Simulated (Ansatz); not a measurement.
The reference is KI in the zinc blende structure (space group F-43m, No. 216; a = 7.991 Å; a hypothetical phase, not in the database extracts checked).

Method: PBE (Ansatz, an electronic-structure program), spin-orbit coupling left out.

One change was made to it. Results:

```tsv
quantity	base	after
shortest interatomic distance	3.460 Å	3.786 Å
density	2.16 g/cm³	2.58 g/cm³
```

**Question.** What was done to the base?
(A) I → C
(B) K → Cs
(C) I → F
(D) K → Sc

**Answer.** B, K → Cs. For comparison, the shortest interatomic distance in the other runs: I → F gives 2.577 Å; K → Sc gives 2.856 Å; I → C gives 2.854 Å.

The magnetic state is the one reached from the starting moments; the real material's order can differ, and small cells can't hold many antiferromagnetic ones. Whether these cells are dynamically stable was not tested. As relaxed here, CsI, KF, ScI and KC are hypothetical phases, not in the database extracts checked. Spin-polarised in the final run: ScI; the other runs are not. An odd electron count without spin: KC.
